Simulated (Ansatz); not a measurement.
# BN, pressure series

The reference is BN in the zinc blende structure (space group F-43m, No. 216; a = 3.625 Å).

Cell and atoms are relaxed at each pressure.

All numbers come from plane-wave PAW DFT at the PBE level (Ansatz, a first-principles code, 420 eV), no spin-orbit coupling.

```csv
change,smallest direct gap,width of the top valence band,lattice parameter a,band gap
base,8.79 eV,6.45 eV,3.625 Å,4.46 eV
pressure −2 GPa,8.77 eV,6.41 eV,3.631 Å,4.46 eV
pressure −1 GPa,8.78 eV,6.43 eV,3.628 Å,4.46 eV
pressure 0.3 GPa,8.80 eV,6.45 eV,3.624 Å,4.46 eV
pressure 0.7 GPa,8.80 eV,6.46 eV,3.622 Å,4.46 eV
pressure 1.5 GPa,8.81 eV,6.47 eV,3.620 Å,4.47 eV
pressure 3 GPa,8.83 eV,6.50 eV,3.615 Å,4.47 eV
pressure 5 GPa,8.86 eV,6.54 eV,3.609 Å,4.48 eV
pressure 7.5 GPa,[?],[?],[?],4.48 eV
pressure 10 GPa,8.92 eV,6.63 eV,3.594 Å,4.49 eV
```

Task: Some entries are withheld; estimate them.

Result: 
- pressure 7.5 GPa, smallest direct gap: 8.89 eV
- pressure 7.5 GPa, width of the top valence band: 6.58 eV
- pressure 7.5 GPa, lattice parameter a: 3.601 Å

Load acts through the strain it causes; cell and atoms are relaxed under it. Stability against distortions was not tested. No other phases were tried under pressure.
